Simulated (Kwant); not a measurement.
Model: Hückel tight-binding model, one pz orbital an atom, one spin, coherent transport at 0 K (Kwant). Conductance is in e²/h.

Model system: π system c1ccc2c(c1)ccc1ccccc12 between two chain leads. The π system is taken as planar. Atoms are numbered from 0 in the order of the SMILES. Site energies (eV, carbon 0): [0.0, 0.0, 0.0, 0.0, 0.0, 0.0, 0.0, 0.0, 0.0, 0.0, 0.0, 0.0, 0.0, 0.0]. Bonds (i, j, β in eV): (0,1,-2.7) (1,2,-2.7) (2,3,-2.7) (3,4,-2.7) (4,5,-2.7) (4,6,-2.7) (6,7,-2.7) (7,8,-2.7) (8,9,-2.7) (9,10,-2.7) (10,11,-2.7) (11,12,-2.7) (12,13,-2.7) (5,0,-2.7) (13,8,-2.7) (13,3,-2.7). Leads: chains of hopping −4.1 eV, joined by −0.81 eV to atoms 0 and 6.

Site energies and bond integrals are typed Hückel values.

Sweep values stay those of the base run.

One input was changed, with this effect: transmission at E = 0 0.00056 → 0.0050.

Q: Which change was it?
A. contacts moved from atoms [0, 6] to [1, 9]
B. contacts moved from atoms [0, 6] to [1, 6]
C. contacts moved from atoms [0, 6] to [0, 2]
D. contacts moved from atoms [0, 6] to [2, 5]
E. contacts moved from atoms [0, 6] to [1, 11]
F. contacts moved from atoms [0, 6] to [0, 7]

A: D, contacts moved from atoms [0, 6] to [2, 5]
